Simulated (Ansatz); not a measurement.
For BSi (P6₃mc, No. 186; start mp-978495), LDA (Ansatz, an electronic-structure program, PAW) gives:

| Property | Result |
|---|---|
| equilibrium lattice constant a | 3.118 Å |
| c axis length | 5.832 Å |
| bulk modulus B0 | 129 GPa |
| cohesive energy | 5.83 eV/atom |

Problem. What does r²SCAN (Ansatz, plane waves, PAW) give for the same quantities?

Solution. 
- lattice constant a: 3.169 Å (grows by 1.6 %)
- lattice parameter c: 5.846 Å (increases by 0.2 %)
- bulk modulus: 124 GPa (falls by 3.9 %)
- cohesive energy: 5.03 eV/atom (decreases by 0.80 eV/atom)

Changes are worked out from the printed values.

Unless a cell is named, each level is at its own relaxed cell (LDA 12.28, r²SCAN 12.71 Å³/atom).

Caveats: the bulk modulus is −V dP/dV from two relaxed cells at ±2 % in volume (LDA, r²SCAN); the relaxation could not lower the start's symmetry, so the cell can be a saddle point above a distorted one (LDA, r²SCAN). Ansatz's density-functional and Hartree–Fock values are scalar-relativistic unless marked +SOC, with PAW data made under PBE.

A start named mp-… is a Materials Project structure, which can be a computed phase never made.
